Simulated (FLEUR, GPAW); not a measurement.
A GPAW input for a self-consistent single point of MoS2 (R-3m, 3 atoms in the cell) (DFT PBEsol, plane waves, GPAW PAW datasets PBEsol (made by gpaw-setup)):

```python
from ase import Atoms
from ase.units import GPa
from gpaw import GPAW, PW

atoms = Atoms(['Mo', 'S', 'S'],
              cell=[[1.560919, 0.901197, 6.190603],
                    [-1.560919, 0.901197, 6.190603],
                    [0.000000, -1.802393, 6.190603]],
              positions=[[0.000000, 0.000000, 0.000000],
                         [-0.000000, 0.000000, 4.621595],
                         [0.000000, 0.000001, 13.950214]],
              pbc=True)

calc = GPAW(mode=PW(600),
            xc='PBEsol',
            kpts={'size': (12, 12, 12), 'gamma': True},
            occupations={'name': 'methfessel-paxton', 'width': 0.2, 'order': 0},
            nbands=-9,
            convergence={'forces': 0.001},
            symmetry={'symmorphic': False, 'tolerance': 0.0005},
            maxiter=120)

atoms.calc = calc

energy = atoms.get_potential_energy()
print('Energy (eV):', round(energy, 6))
forces = atoms.get_forces()
print('Forces (eV/Ang):')
print(forces.round(5))
stress = atoms.get_stress()
print('Stress (GPa, Voigt):', (stress / GPa).round(4))
```

Give the FLEUR input for the same structure, mesh, smearing and functional.

This is the input that was run; spellings and numerical settings could be chosen otherwise.

Input of the input generator:

```
MoS2 FLAPW
&input film=f /
0.2420911101 0.1397714105 0.9601332445
-0.2420911101 0.1397714105 0.9601332445
-0.0000000000 -0.2795426923 0.9601332632
12.1842923438
1.0 1.0 1.0

3
42 0.0000000000 0.0000000000 0.0000000000
16 0.2488500000 0.2488500000 0.2488500000
16 0.7511500000 0.7511500000 0.7511500000

&comp jspins=1 /
&exco xctyp='PBEs' /
&kpt div1=12 div2=12 div3=12 gamma=t /
&end /
```

```xml
<?xml version="1.0" encoding="UTF-8" standalone="no"?>
<fleurInput fleurInputVersion="0.39">
   <comment>
      MoS2 FLAPW                                                                                          
   </comment>
   <calculationSetup>
      <cutoffs Kmax="4.0" Gmax="12.0" GmaxXC="12.0" numbands="0"/>
      <scfLoop itmax="60" minDistance="0.00001" maxIterBroyd="40" imix="Anderson" alpha="0.05" precondParam="0.0" spinf="2.0"/>
      <coreElectrons ctail="T" frcor="F" kcrel="0" coretail_lmax="0"/>
      <xcFunctional name="PBEs" relativisticCorrections="F"/>
      <magnetism jspins="1"/>
      <soc l_soc="F" theta="0.0" phi="0.0" spav="F"/>
      <expertModes spex="0" secvar="F"/>
      <geometryOptimization l_f="T" forcealpha="1.0" forcemix="BFGS" epsdisp="0.00001" epsforce="0.00001"/>
      <ldaU l_linMix="F" mixParam="0.05" spinf="1.0"/>
   </calculationSetup>
   <cell>
      <bzIntegration valenceElectrons="26.0" mode="gauss" fermiSmearingEnergy="0.00734986">
         <kPointListSelection listName="default-1"/>
         <!-- k-points included here -->
         <xi:include xmlns:xi="http://www.w3.org/2001/XInclude" href="kpts.xml"> </xi:include>
      </bzIntegration>
      <!-- symmetry operations included here -->
      <xi:include xmlns:xi="http://www.w3.org/2001/XInclude" href="sym.xml"> </xi:include>
      <bulkLattice scale="1.0">
         <bravaisMatrix>
            <row-1>    2.9497088592934726     1.7030157268372768    11.6985441399892025</row-1>
            <row-2>   -2.9497088592934726     1.7030157268372768    11.6985441399892025</row-2>
            <row-3>    0.0000000000000000    -3.4060298855561291    11.6985443678354706</row-3>
         </bravaisMatrix>
      </bulkLattice>
   </cell>
   <atomSpecies>
      <species name="Molybdenum (Mo)" element="Mo" atomicNumber="42">
         <mtSphere radius="2.55" gridPoints="879" logIncrement="0.015"/>
         <atomicCutoffs lmax="10" lnonsphr="8"/>
         <electronConfig flipSpins="F">
            <coreConfig>(1s1/2) (2s1/2) (2p1/2) (2p3/2) (3s1/2) (3p1/2) (3p3/2) (3d3/2) (3d5/2)</coreConfig>
            <valenceConfig>(4s1/2) (4p1/2) (4p3/2) (5s1/2) (4d3/2) (4d5/2)</valenceConfig>
            <stateOccupation state="(5s1/2)" spinUp="0.5" spinDown="0.5"/>
            <stateOccupation state="(4d3/2)" spinUp="1.0" spinDown="1.0"/>
            <stateOccupation state="(4d5/2)" spinUp="1.5" spinDown="1.5"/>
         </electronConfig>
         <energyParameters s="5" p="5" d="4" f="4"/>
         <lo type="SCLO" l="0" n="4" eDeriv="0"/>
         <lo type="SCLO" l="1" n="4" eDeriv="0"/>
      </species>
      <species name="Sulfur (S)" element="S" atomicNumber="16">
         <mtSphere radius="1.67" gridPoints="575" logIncrement="0.02"/>
         <atomicCutoffs lmax="6" lnonsphr="4"/>
         <electronConfig flipSpins="F">
            <coreConfig>(1s1/2) (2s1/2) (2p1/2) (2p3/2)</coreConfig>
            <valenceConfig>(3s1/2) (3p1/2) (3p3/2)</valenceConfig>
            <stateOccupation state="(3p1/2)" spinUp="0.6666666666667" spinDown="0.6666666666667"/>
            <stateOccupation state="(3p3/2)" spinUp="1.3333333333333" spinDown="1.3333333333333"/>
         </electronConfig>
         <energyParameters s="3" p="3" d="3" f="4"/>
      </species>
   </atomSpecies>
   <atomGroups>
      <atomGroup species="Molybdenum (Mo)">
         <relPos label="                   1">.0000000000 .0000000000 .0000000000</relPos>
         <force calculate="T" relaxXYZ="TTT"/>
      </atomGroup>
      <atomGroup species="Sulfur (S)">
         <relPos label="                   2">.2488500000 .2488500000 .2488500000</relPos>
         <relPos label="                   3">-.2488500000 -.2488500000 -.2488500000</relPos>
         <force calculate="T" relaxXYZ="TTT"/>
      </atomGroup>
   </atomGroups>
   <output dos="F" band="F" slice="F">
      <checks vchk="F" cdinf="F"/>
      <bandDOS minEnergy="-.5*Htr" maxEnergy="0.5*Htr" sigma="0.015" storeEVData="T"/>
      <vacuumDOS vacdos="F" integ="F" star="F" nstars="0" locx1="0.0" locy1="0.0" locx2="0.0" locy2="0.0" nstm="0" tworkf="0.0"/>
      <unfoldingBand unfoldBand="F" supercellX="1" supercellY="1" supercellZ="1"/>
      <plotting iplot="0" polar="F">
         <plot TwoD="T" vec1="  1.0  0.0  0.0" vec2="  0.0  1.0  0.0" vec3="  0.0  0.0  1.0" zero="  0.0  0.0  0.0" file="plot"/>
      </plotting>
      <chargeDensitySlicing numkpt="0" minEigenval="0.0" maxEigenval="0.0" nnne="0" pallst="F"/>
      <specialOutput eonly="F"/>
      <magneticCircularDichroism mcd="F" energyLo="-10.0" energyUp="0.0"/>
   </output>
  <!-- We include the file relax.xml here to enable relaxations (see documentation) -->
  <xi:include xmlns:xi="http://www.w3.org/2001/XInclude" href="relax.xml"> <xi:fallback/> </xi:include>
</fleurInput>
```

Basis settings and potentials, where a program has them, do not carry over. This input uses DFT, PBEsol, all-electron FLAPW (FLEUR), scalar-relativistic valence.

The starting cell comes from a database of computed structures (which also holds hypothetical and non-ambient phases and stackings), without a prior relaxation at this level. Its lattice was rescaled by a random factor within 2.5 % of one.
